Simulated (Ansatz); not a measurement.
A calculation on BiTe (Fm-3m, No. 225, 2 atoms in the cell; start mp-567362; a measured phase of this formula has another space group) returned lattice constant a 6.432 Å, cohesive energy 2.59 eV/atom.

**Question.** Which level of theory produced these numbers?
(A) r²SCAN (Ansatz, a program for electronic structure)
(B) r²SCAN+rVV10 (Ansatz)
(C) LDA (Ansatz)
(D) PBE-D3(BJ) (Ansatz)

**Answer.** B, r²SCAN+rVV10 (Ansatz)

The others give: PBE-D3(BJ) 6.407 Å, 3.00 eV/atom; LDA 6.351 Å, 3.45 eV/atom; r²SCAN 6.470 Å, 2.33 eV/atom.

Unless a cell is named, each level is at its own relaxed cell (LDA 32.02, PBE-D3(BJ) 32.87, r²SCAN 33.85, r²SCAN+rVV10 33.26 Å³/atom).

Caveats: the relaxation could not lower the start's symmetry, so the cell can be a saddle point above a distorted one (PBE-D3(BJ), LDA, r²SCAN, r²SCAN+rVV10). Ansatz's density-functional and Hartree–Fock values are scalar-relativistic unless marked +SOC, with PAW data made under PBE.

A start named mp-… is a Materials Project structure, which need not be a measured phase.
